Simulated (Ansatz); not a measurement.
For Bi2Te2Se (R-3m, No. 166, 5 atoms in the cell; start mp-29666), LDA (PAW; Ansatz, a program for electronic structure) gives:

| Item | Result |
|---|---|
| lattice constant a | 4.262 Å |
| lattice parameter c | 29.358 Å |
| cohesive energy | 3.69 eV/atom |
| band gap | 0.07 eV |

What does r²SCAN+rVV10 in Ansatz (PAW) give for the same quantities?


- lattice constant a: 4.304 Å (increases by 1.0 %)
- lattice parameter c: 30.855 Å (goes up by 5.1 %)
- cohesive energy: 2.91 eV/atom (decreases by 0.78 eV/atom)
- band gap: 0.52 eV (goes up by 0.45 eV)

Changes are worked out from the printed values.

Unless a cell is named, each level is at its own relaxed cell (LDA 30.78, r²SCAN+rVV10 32.99 Å³/atom).

Levels without +SOC leave out spin–orbit coupling, which shifts energies and cells of such heavy elements.

Spin–orbit coupling is included only where a level's name says +SOC; with heavier elements it mostly lowers gaps and can invert bands. Density-functional gaps are differences of (generalised) Kohn–Sham levels.

Caveats: the relaxation could not lower the start's symmetry, so the cell can be a saddle point above a distorted one (LDA, r²SCAN+rVV10). Ansatz's density-functional and Hartree–Fock values are scalar-relativistic unless marked +SOC, with PAW data made under PBE.

A start named mp-… is a Materials Project structure, which need not be a measured phase.
